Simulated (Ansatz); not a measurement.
Hf₂N₂O (Cc, No. 9, 10 atoms in the cell; start mp-1178187) was calculated with PBEsol (Ansatz, a program for electronic structure, PAW).

The input as run:

Ansatz 0.2 input:
```yaml
crystal:
  lattice:
    - [4.6567701082, -2.7475648856, 0.0029109991]
    - [4.6567701082, 2.7475648856, 0.0029109991]
    - [-3.1953266686, 0.0, 4.847235212]
  atoms:
    - { symbol: Hf, position: [0.6703432428, 0.1343319878, 0.4270295055] }
    - { symbol: Hf, position: [0.1343319878, 0.6703432428, 0.9270295055] }
    - { symbol: Hf, position: [0.8496641142, 0.3711418567, 0.0707712373] }
    - { symbol: Hf, position: [0.3711418567, 0.8496641142, 0.5707712373] }
    - { symbol: N, position: [0.0405650727, 0.9490551299, 0.7353683629] }
    - { symbol: N, position: [0.9490551299, 0.0405650727, 0.2353683629] }
    - { symbol: N, position: [0.545274958, 0.7457774003, 0.2530482341] }
    - { symbol: N, position: [0.7457774003, 0.545274958, 0.7530482341] }
    - { symbol: O, position: [0.2517104502, 0.4421357874, 0.2637826602] }
    - { symbol: O, position: [0.4421357874, 0.2517104502, 0.7637826602] }
basis:
  ecutwfc: 520
  ecutrho_ratio: 4
  xc_grid: 2
kpoints:
  mp_grid: { grid: [8, 8, 8] }
  band_path:
    path:
      - [0.0, 0.0, 0.0]
      - [-0.046843, 0.046843, 0.0]
      - [-0.093686, 0.093686, 0.0]
      - [-0.14053, 0.14053, 0.0]
      - [-0.187373, 0.187373, 0.0]
      - [-0.234216, 0.234216, 0.0]
      - [-0.281059, 0.281059, 0.0]
      - [-0.327902, 0.327902, 0.0]
      - [-0.374746, 0.374746, 0.0]
      - [-0.625254, -0.374746, 0.0]
      - [-0.562627, -0.437373, 0.0]
      - [-0.5, -0.5, 0.0]
      - [-0.428571, -0.428571, 0.0]
      - [-0.357143, -0.357143, 0.0]
      - [-0.285714, -0.285714, 0.0]
      - [-0.214286, -0.214286, 0.0]
      - [-0.142857, -0.142857, 0.0]
      - [-0.071429, -0.071429, 0.0]
      - [-0.083333, -0.083333, 0.083333]
      - [-0.166667, -0.166667, 0.166667]
      - [-0.25, -0.25, 0.25]
      - [-0.333333, -0.333333, 0.333333]
      - [-0.416667, -0.416667, 0.416667]
      - [-0.5, -0.5, 0.5]
      - [-0.558823, -0.441177, 0.5]
      - [-0.617646, -0.382354, 0.5]
      - [-0.676469, -0.323531, 0.5]
      - [-0.735291, -0.264709, 0.5]
      - [-0.264709, 0.264709, 0.5]
      - [-0.211767, 0.211767, 0.5]
      - [-0.158825, 0.158825, 0.5]
      - [-0.105883, 0.105883, 0.5]
      - [-0.052942, 0.052942, 0.5]
      - [0.0, 0.0, 0.5]
      - [0.0, 0.0, 0.416667]
      - [0.0, 0.0, 0.333333]
      - [0.0, 0.0, 0.25]
      - [0.0, 0.0, 0.166667]
      - [0.0, 0.0, 0.083333]
      - [-0.5, 0.0, 0.5]
      - [-0.428571, 0.0, 0.428571]
      - [-0.357143, 0.0, 0.357143]
      - [-0.285714, 0.0, 0.285714]
      - [-0.214286, 0.0, 0.214286]
      - [-0.142857, 0.0, 0.142857]
      - [-0.071429, 0.0, 0.071429]
      - [-0.083333, 0.0, 0.0]
      - [-0.166667, 0.0, 0.0]
      - [-0.25, 0.0, 0.0]
      - [-0.333333, 0.0, 0.0]
      - [-0.416667, 0.0, 0.0]
      - [-0.5, 0.0, 0.0]
    npoints: 1
hamiltonian:
  xc: pbesol
  dispersion: none
  pseudopotentials: { kind: paw }
scf:
  occupations: { method: fermi_dirac, width: 0.01 }
  convergence: { dr2_threshold: 0.000000001 }
output:
  forces: true
  stress: true
  eigenvalues: true
  write_bands: true
```

The run printed, among other lines:

```
Crystal: 10 atoms, lattice volume = 124.090 Å³
Basis set: ecut = 520 eV, 3319 PW (Γ), exchange–correlation on 90×90×90 points (8 copies of the dense FFT grid, shifted against one another)
Bands: 82, of which v1, the nominal top of the filled ones, is band 68 counted from 1 (67 counted from 0)
Symmetry: 2 space group operations
Space group: Cc (ITA 9), of the structure as read, at distance tolerance 5.0e-5 Å
k-points: 150 of 512 (time reversal used)
Functional: x = pbesol(κ = 0.804, μ = 0.12345679012345678), c = pbesol(β = 0.046)
SCF iter   1: F=—  HF=-65044.774813 eV  |F-HF|=—  |Δ(HF+E_count)|=         —  Δρ=1.27e-2  dr2=1.77e-1
SCF iter   2: F=—  HF=-65044.731746 eV  |F-HF|=—  |Δ(HF+E_count)|=   4.31e-2  Δρ=2.73e-3  dr2=4.01e-3
  ...
SCF iter  10: F=—  HF=-65044.731944 eV  |F-HF|=—  |Δ(HF+E_count)|=   4.53e-9  Δρ=1.33e-6  dr2=2.64e-9
SCF iter  11: F=-65044.731944 eV  HF=-65044.731944 eV  |F-HF|=2.62e-10  |Δ(HF+E_count)|=  1.89e-10  Δρ=6.34e-7  dr2=5.50e-10
SCF 1 converged in 11 iterations: F = -65044.731944 eV  dr2 = 5.50e-10
SCF converged after 11 iterations
Free energy (F): -65044.731944 eV
Internal energy: -65044.731944 eV  (E = F + TS)
E sigma→0 (E₀):  -65044.731944 eV
Fermi energy:    17.081543 eV
--- Forces (eV/Å), atoms counted from 1 ---
  atom   1  Hf     0.00078968    -0.00221668    -0.00029472
  atom   2  Hf     0.00078968     0.00221668    -0.00029472
  atom   3  Hf    -0.00198391    -0.00147210    -0.00039687
  atom   4  Hf    -0.00198391     0.00147210    -0.00039687
  atom   5  N      0.00062437    -0.00054962     0.00048555
  atom   6  N      0.00062437     0.00054962     0.00048555
  atom   7  N     -0.00005366    -0.00090999     0.00005860
  atom   8  N     -0.00005366     0.00090999     0.00005860
  atom   9  O      0.00063137     0.00155462     0.00014701
  atom  10  O      0.00063137    -0.00155462     0.00014701
--- Stress (GPa, compression-positive) ---
        0.002667      -0.000000       0.002855
       -0.000000       0.008462      -0.000000
        0.002855      -0.000000      -0.003548
  P = ⅓ Tr σ = 0.0025 GPa (0.025 kbar)
```

The PAW data were made under PBE.

A start named mp-… is a Materials Project structure, which need not be a measured phase.
